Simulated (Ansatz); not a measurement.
The starting structures come from a database of crystals and need not be the phases stable at ambient conditions.

By PBEsol, the system below comes out a metal.

A figure of merit of an interconnect metal is its ballistic conductance per area.

```
CELL_PARAMETERS angstrom
      2.85577     0.00000     0.00000
     -1.42789     2.47317     0.00000
      0.00000     0.00000     9.86286
ATOMIC_POSITIONS crystal
  Re 0.33333 0.66667 0.60835
  Re 0.66667 0.33333 0.39165
  Re 0.66667 0.33333 0.10835
  Re 0.33333 0.66667 0.89165
  C  0.33333 0.66667 0.25000
  C  0.66667 0.33333 0.75000
```

Space group of this cell: P6_3/mmc. The cell is taken as given; by PBEsol its mean pressure is -7.7 GPa.

The current flows along the normal of the first two printed cell vectors, the (001) plane of the conventional cell. No spin-orbit coupling; the value is a mean over 0.1 eV about the Fermi level.

### Question
Estimate the ballistic conductance per area that PBEsol (Ansatz, a first-principles code) returns for this system.

### Answer
0.91 × 10¹⁵ S/m² for both spins.
